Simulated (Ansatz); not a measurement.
# KTaO3: isotropic strain −0.60 %

Consider KTaO3 in the cubic perovskite structure (space group Pm-3m, No. 221; a = 3.952 Å).

One thing is altered: every lattice vector is shortened by 0.60 %, atoms relaxed at fixed cell.

Level of theory: LDA (Ansatz, a first-principles code), without spin-orbit coupling. k-mesh 8×8×8 (Γ-centred); smearing 0.05 eV (Fermi–Dirac).

```tsv
quantity	base	changed	shift
volume per atom	12.34 Å³	12.12 Å³	-0.22 Å³
shortest interatomic distance	1.976 Å	1.964 Å	-0.012 Å
energy relative to the base (free energy F)	0 meV/atom	+2.8 meV/atom	+2.8 meV/atom
pressure	-0.01 GPa	4.09 GPa	+4.10 GPa
band gap	2.13 eV	2.17 eV	+0.04 eV
gap character	indirect, R → Γ	indirect, R → Γ	–
smallest direct gap	2.73 eV	2.75 eV	+0.02 eV
mean gap deformation potential ΔEg/Δln V	–	-2.0 eV	–
width of the top valence band	1.09 eV	1.11 eV	+0.02 eV
```

With Ta present, leaving out spin-orbit coupling can change the band edges. Stability against distortions was not tested.
